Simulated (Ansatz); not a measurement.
Functionals compared on NH2 on the 1x1 (110) surface of 3C silicon carbide (cut with top plane C + Si), one in a 2x2 cell, started at the site 'top Si', in Ansatz (plane waves, PAW). The structure was relaxed with PBE; the other rows are single points on it, each with its references at the same level. Cutoff 420 eV (500 eV for r2SCAN).

Host crystal: 3C silicon carbide, with a band gap (PBE, scalar-relativistic without spin-orbit coupling).

Set-up: 51 atoms, 7.7 Å thick at the start under the adsorbate (thin: gaps and levels are the slab's own); mesh 3x3x1; 0.01 eV smearing; dipole correction on; 24 atoms held, the rest relaxed; start symmetry kept, larger cells not searched; spin-polarised, ending with about 1.0 μB a cell; orders that need a larger cell were not tried, no spin-orbit, no U, no dispersion correction. At the end it is bonded to Si. In PBE it is, or lies within 0.03 eV of, the lowest of the starts that converged. These notes are the PBE run's. RPBE: The program's check for a lower electronic state was not made. r2SCAN: The program's check for a lower electronic state was not made. Adsorption energies are against NH3(g) − ½ H2(g). A negative adsorption energy means that the adsorbate is more stable on the surface than in its reference.

| functional | adsorption energy (eV) | magnetic moment of the cell (μB) | rough cost of the single point |
|---|---|---|---|
| PBE | -0.54 | 1.00 | – |
| RPBE | -0.39 | 1.00 | very roughly 10 core-minutes |
| r2SCAN | -0.80 | 1.00 | very roughly 18 core-minutes |

Ansatz is an electronic-structure program.
